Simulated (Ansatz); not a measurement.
The parent structure is NaI in the CsCl type structure (space group Pm-3m, No. 221; a = 4.062 Å; a hypothetical phase, not in the database extracts checked). Axes: x, y, z lie along the cube axes.

All numbers come from Ansatz (a program for electronic structure), PBE, PAW, cutoff 420 eV, without spin-orbit coupling.

A first run, uniaxial strain ε_zz = −0.80 %, gives secant values C11 ≈ 49 GPa and C12 ≈ 0.9 GPa from its stress. A second run applies isotropic strain +1.29 %.

Problem. What does linear elasticity predict for the bulk modulus −ΔP/(ΔV/V₀) in the second run, and what does the run give?

Solution. Linear elasticity: (C11 + 2 C12)/3 = 17 GPa. The run gives 15 GPa; any difference comes from nonlinear terms at these strains and numerical noise.

Stability against distortions was not tested.
